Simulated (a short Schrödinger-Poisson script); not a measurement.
From a short Schrödinger-Poisson script (our own, NumPy): 1D Poisson equation in equilibrium, electrons quantum, Hartree (BenDaniel-Duke, 12 states a valley, the channel's in-plane mass for all, wave functions free to enter the dielectric), parabolic valleys, classical holes, full ionisation, no traps, pinning or gate leakage.

Stack: symmetric double-gate stack, Si3N4 on p-type Si(100), at 77 K.

```csv
layer,material,thickness (nm),Na (cm⁻³)
1,Si3N4,3.3,-
2,Si,2,4e16
3,Si3N4,3.3,-
```

The device is made up for the run: typed textbook-type constants, with dimensions and the other settings drawn at random. Si3N4: permittivity 7.5, conduction-band edge (eV) 1.95, gap (eV) 5.1, electron mass (mₑ) 0.5. Si: permittivity 11.7, conduction-band edge (eV) 0, gap (eV) 1.124, Nv at 300 K (cm⁻³) 3.1e19.

Channel valleys (confinement mass, in-plane density-of-states mass, number): Δ2 0.916, 0.19, 2; Δ4 0.19, 0.417, 4. At the gates, both at one voltage, the conduction-band edge of layer 1 lies 2.08 eV − eVg above the Fermi level of the channel. Gaps are held at their typed values at every temperature. Mesh 0.03 nm at interfaces.

Gate and field steps stay those of the base.

One input was changed, with this effect: capacitance of both gates at Vg = 0.85 V 3.20 → 3.33 μF/cm²; lowest subband against the Fermi level at Vg = 0.85 V -79.8 → -58.8 meV; sheet density of all electrons at Vg = 0.25 V 8.04e11 → 1.70e12 cm⁻²; sheet density of all electrons at Vg = 0.85 V 1.27e13 → 1.32e13 cm⁻².

### Question
Which change was it?
A. temperature 77 → 400 K
B. body doping 4e+16 → 1e+17 cm^-3
C. confinement mass of the first valley 0.916 → 1.3 mₑ

### Answer
A, temperature 77 → 400 K
